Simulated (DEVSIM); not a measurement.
Device: illuminated GaAs p-on-n cell, one wavelength, at 300 K.

Layer 1 from the left is GaAs, thickness (μm) 0.880, Na (cm⁻³) 1.7e18, τn (s) 1.6e-10, τp (s) 1.9e-11, absorption coefficient (cm⁻¹) 41000. Layer 2 from the left is GaAs, thickness (μm) 18.0, Nd (cm⁻³) 6.6e16, τn (s) 9.7e-10, τp (s) 9.7e-10, absorption coefficient (cm⁻¹) 41000.

Left contact: ohmic, minority electron recombination velocity 50 cm/s. Right contact: ohmic, minority hole recombination velocity 600 cm/s. Voltage is applied to the left contact. Recombination: SRH at mid-gap, radiative, Auger. Light enters at the left, 2.7e18 photons cm⁻² s⁻¹, one pass, no reflection. Mobility is constant in doping.

This is a model device: material constants are rounded textbook-type values typed into the input, and sizes, dopings and lifetimes were drawn at random. Values at 300 K.

GaAs: gap (eV) 1.424, affinity (eV) 4.07, permittivity 12.9, Nc (cm⁻³) 4.7e17, Nv (cm⁻³) 9e18, μn (cm²/Vs) 8500, μp (cm²/Vs) 400, B (cm³/s) 2e-10, Cn (cm⁶/s) 1e-30, Cp (cm⁶/s) 1e-30.

DEVSIM, 1D drift-diffusion, Boltzmann statistics, complete ionisation; no tunnelling, impact ionisation, image-force lowering or self-heating.

Problem. What does the simulation give for the open-circuit voltage, the largest field in the device at zero bias?

Solution. open-circuit voltage 1.023 V; largest field in the device at zero bias 150000 V/cm.
